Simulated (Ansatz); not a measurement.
# Effective masses and thermopower of CdSe under load (space group P6_3mc)

Consider the following.

```
CELL_PARAMETERS angstrom
      4.37700     0.00000     0.00000
     -2.18850     3.79059     0.00000
      0.00000     0.00000     6.90983
ATOMIC_POSITIONS crystal
  Cd 0.33333 0.66667 0.99602
  Cd 0.66667 0.33333 0.49602
  Se 0.33333 0.66667 0.37898
  Se 0.66667 0.33333 0.87898
```

The numbers are results of PBE with spin-orbit coupling, rigid bands (plane waves, PAW; Ansatz, a quantum-chemistry and plane-wave program), not measurements. Condition of this run: biaxial stress in the c plane of -1.4 GPa (compression positive) (the target of the relaxation). Cell: cell and atoms relaxed with PBEsol, then loaded as said.

```yaml
band_gap: 0.50 eV
electron conductivity mass (300 K, dilute): 0.075 (x), 0.075 (y), 0.068 (z) mₑ
hole conductivity mass (300 K, dilute): 1.24 (x), 1.24 (y), 0.51 (z) mₑ
effective density of states N_c (300 K): 4.3e17 cm⁻³
effective density of states N_v (300 K): 1.7e19 cm⁻³
density_of_states_mass_electrons: 0.066 mₑ
density_of_states_mass_holes: 0.76 mₑ
Seebeck coefficient, n-type 1e19 cm⁻³, 300 K: -52 μV/K
Seebeck coefficient, p-type 1e19 cm⁻³, 300 K: 300 μV/K
best p-type power factor at 300 K for τ = 10 fs (best axis; densities from 1e16 to 1e21 cm⁻³ tried, whether or not they can be reached): 5.1 μW/(cm·K²) at 1e20 cm⁻³
```

Rigid bands; masses and Seebeck coefficients take one relaxation time τ for all states and one kind of carrier; polarons and phonon drag are left out. Geometry: cell and atoms relaxed with PBEsol.
